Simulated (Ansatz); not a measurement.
Consider Al in the fcc (Cu type) structure (space group Fm-3m, No. 225; a = 3.984 Å; relaxed with 0.1 eV smearing).

All numbers come from Ansatz (an electronic-structure program) LDA, no spin-orbit coupling.

Strains are applied to the cell and any free atomic positions relax.

One change was made to it. Results:

```tsv
quantity	base	after
energy relative to the base (free energy F)	0 meV/atom	+1.0 meV/atom
pressure	0.0 GPa	1.3 GPa
```

Q: Which change produced these results?
(A) isotropic strain +1.50 %
(B) isotropic strain −0.50 %
(C) isotropic strain +0.50 %
(D) isotropic strain −3.00 %
(E) isotropic strain −2.50 %

A: B, isotropic strain −0.50 %. For comparison, the pressure in the other runs: isotropic strain +0.50 % gives -1.2 GPa; isotropic strain −2.50 % gives 7.6 GPa; isotropic strain +1.50 % gives -3.4 GPa; isotropic strain −3.00 % gives 9.4 GPa.

Whether these cells are dynamically stable was not tested.
